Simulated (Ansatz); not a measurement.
Base system: BaTiO$_{3}$ (space group P4mm, No. 99; a = 3.985 Å, c = 4.204 Å).

Method: plane-wave PAW DFT at the PBE level (Ansatz, a program for electronic structure, 420 eV), spin-orbit coupling left out, earlier PAW set.

Before the change:

```
Property                  Value
-------------------  ----------
Density              5.80 g/cm³
Smallest direct gap     2.39 eV
```

Perturbation: a hydrostatic pressure of 0.7 GPa.

How does this affect the density and smallest direct gap?

The density rises by 0.04 g/cm³, from 5.80 g/cm³ to 5.84 g/cm³; the smallest direct gap drops by 0.02 eV, from 2.39 eV to 2.37 eV.

Load acts through the strain it causes; cell and atoms are relaxed under it. Whether these cells are dynamically stable was not tested. The final runs are not spin-polarised.
